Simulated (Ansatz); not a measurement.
Cs2SnI6: response to strain

Consider Cs$_{2}$SnI$_{6}$ (space group Fm-3m, No. 225; a = 11.5502 Å). Axes: x, y, z lie along the cube axes.

Strains are applied to the cell and any free atomic positions relax; under biaxial strain the out-of-plane vector relaxes too.

The values are results of PBEsol/PAW in Ansatz (a program for electronic structure), scalar-relativistic without spin-orbit coupling, not measurements.

Candidates:
(a) uniaxial strain ε_yy = +0.36 %
(b) tensor shear ε_xy = −2.97 %
(c) biaxial strain −3.75 %, plane normal [111], relaxed out of plane

Notes on the quantities. energy relative to the base: free energy F.

Task: Order them by energy relative to the base, highest first.

Result: (c) biaxial strain −3.75 %, plane normal [111], relaxed out of plane (+12 meV/atom), (b) tensor shear ε_xy = −2.97 % (+3.8 meV/atom), (a) uniaxial strain ε_yy = +0.36 % (0.0 meV/atom)

Whether these cells are dynamically stable was not tested. The final runs are not spin-polarised.
